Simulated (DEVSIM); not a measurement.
System: Mo/Al2O3/p-Ge capacitor, at 300 K.

Layer 1 from the left is Al2O3, thickness (nm) 2.50. Layer 2 from the left is Ge, thickness (nm) 1500, Na (cm⁻³) 1.6e17.

Metal gate on the left, work function 4.6 eV. Fixed charge at the semiconductor interface 0 cm⁻² (in units of +e); interface traps 2.6e10 cm⁻² eV⁻¹, uniform in energy, neutral level at 0.5 of the gap above the valence band.

Constants are typed, rounded textbook-type inputs, not results; the design itself was drawn at random and stands for no fabricated device. Values at 300 K.

Al2O3: gap (eV) 6.8, affinity (eV) 1.35, permittivity 9. Ge: gap (eV) 0.664, affinity (eV) 4, permittivity 16, Nc (cm⁻³) 1.04e19, Nv (cm⁻³) 6e18.

Model (solved in DEVSIM): 1D Poisson equation in equilibrium, Boltzmann statistics, complete ionisation; no quantum confinement or tunnelling. Metal contacts follow the ideal Schottky-Mott rule: no Fermi-level pinning, no interface dipoles.

Question: What does the simulation give for the flat-band voltage, the minimum of the low-frequency capacitance?

Answer: flat-band voltage 0.03 V; minimum of the low-frequency capacitance 0.223 μF/cm².
